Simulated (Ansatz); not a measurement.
**The (100) surface of bcc Li in its 1x1 cell, outermost plane spacing 1.72 Å in the ideal cut**

The numbers are results of r2SCAN, at the PBE geometry (plane waves to 500 eV, PAW; Ansatz, a quantum-chemistry and plane-wave program), not measurements.

Model: 7-atom slab, 10.3 Å thick at the start (thin: gaps and levels are the slab's own), 11x11x1 mesh, Fermi-Dirac 0.1 eV, dipole correction, single point; on the structure that PBE left under its start's symmetry; no spin, no spin-orbit, no U.

```yaml
surface energy (mean of both faces): 0.47 J/m^2
work_function_of_the_top_face: 3.03 eV
cost: about 21 core-seconds (a rough figure)
```
